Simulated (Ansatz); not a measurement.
**A computed series for hypothetical NiAs type KF: response to strain**

Start from KF in the NiAs type structure (space group P6_3/mmc, No. 194; a hypothetical phase, not in the database extracts checked).

```yaml
crystal:
  lattice:
    - [3.73928, 0.00000, 0.00000]
    - [-1.86964, 3.23831, 0.00000]
    - [0.00000, 0.00000, 6.59775]
  atoms:
    - { symbol: K, position: [0.00000, 0.00000, 0.00000] }
    - { symbol: K, position: [0.00000, 0.00000, 0.50000] }
    - { symbol: F, position: [0.33333, 0.66667, 0.25000] }
    - { symbol: F, position: [0.66667, 0.33333, 0.75000] }
```

Cartesian axes are those of the cell as printed.

Strains are applied to the cell and any free atomic positions relax; under biaxial strain the out-of-plane vector relaxes too.

Levels (all Ansatz, a program for electronic structure, PAW): PBE (420 eV, without spin-orbit coupling); r2SCAN (500 eV, scalar-relativistic without spin-orbit coupling).

The base cell above is that of PBE; each level relaxes its own structures.

```json
[
 {"case": "biaxial strain +1.78 %, plane normal [001], relaxed out of plane", "band gap, PBE": "5.79 eV", "band gap, r2SCAN": "6.76 eV"},
 {"case": "biaxial strain +2.14 %, plane normal [001], relaxed out of plane", "band gap, PBE": "5.77 eV", "band gap, r2SCAN": "6.74 eV"},
 {"case": "isotropic strain +1.75 %", "band gap, PBE": "5.65 eV", "band gap, r2SCAN": "6.60 eV"},
 {"case": "isotropic strain +4.34 %", "band gap, PBE": "5.32 eV", "band gap, r2SCAN": "6.24 eV"},
 {"case": "uniaxial strain ε_xx = −2.49 %", "band gap, PBE": "5.99 eV", "band gap, r2SCAN": "6.96 eV"},
 {"case": "uniaxial strain ε_yy = −5.32 %", "band gap, PBE": "6.09 eV", "band gap, r2SCAN": "7.08 eV"},
 {"case": "tensor shear ε_yz = +1.51 %", "band gap, PBE": "5.90 eV", "band gap, r2SCAN": "6.86 eV"},
 {"case": "tensor shear ε_yz = +2.69 %", "band gap, PBE": "5.89 eV", "band gap, r2SCAN": "6.85 eV"},
 {"case": "strain tensor (xx, yy, zz, yz, xz, xy) = (+0.43, +0.40, +1.72, +0.70, +0.83, +0.10) %", "band gap, PBE": "5.76 eV", "band gap, r2SCAN": "6.71 eV"},
 {"case": "tensor shear ε_yz = +1.11 %", "band gap, PBE": "5.90 eV", "band gap, r2SCAN": "6.86 eV"},
 {"case": "strain tensor (xx, yy, zz, yz, xz, xy) = (+0.00, +0.78, −0.62, −0.06, +0.78, −1.04) %", "band gap, PBE": "5.89 eV", "band gap, r2SCAN": "6.86 eV"},
 {"case": "tensor shear ε_yz = +1.32 %", "band gap, PBE": "5.90 eV", "band gap, r2SCAN": "6.86 eV"}
]
```

PBE lies below r2SCAN in every row, by 0.92 eV to 0.99 eV. Near ties aside, they put the cases in the same order.

No phonon test of stability was made.
